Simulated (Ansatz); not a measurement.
The parent structure is InBi in the zinc blende structure (space group F-43m, No. 216; a cell from a computed database, its experimental status unchecked).

```yaml
crystal:
  lattice:
    - [0.00000, 3.37963, 3.37963]
    - [3.37963, 0.00000, 3.37963]
    - [3.37963, 3.37963, 0.00000]
  atoms:
    - { symbol: In, position: [0.00000, 0.00000, 0.00000] }
    - { symbol: Bi, position: [0.75000, 0.75000, 0.75000] }
```

Cartesian axes are those of the cell as printed.

The values are results of Ansatz (an electronic-structure program) r2SCAN, spin-orbit coupling left out, earlier PAW set, not measurements.

For the base:

```
Quantity                         Value
-----------------------------  -------
Shortest interatomic distance  2.927 Å
Pressure                       0.0 GPa
```

One thing is altered: uniaxial strain ε_yy = +5.96 %, all other strain components held at zero; the atoms relax in the strained cell.

Task: Estimate the effect on the energy relative to the base, shortest interatomic distance and pressure.

Result: The energy rises by 20 meV/atom; the shortest interatomic distance rises by 0.059 Å to 2.986 Å; the pressure (mean of the normal stresses, compression positive) goes from zero to -1.8 GPa.

Whether these cells are dynamically stable was not tested.
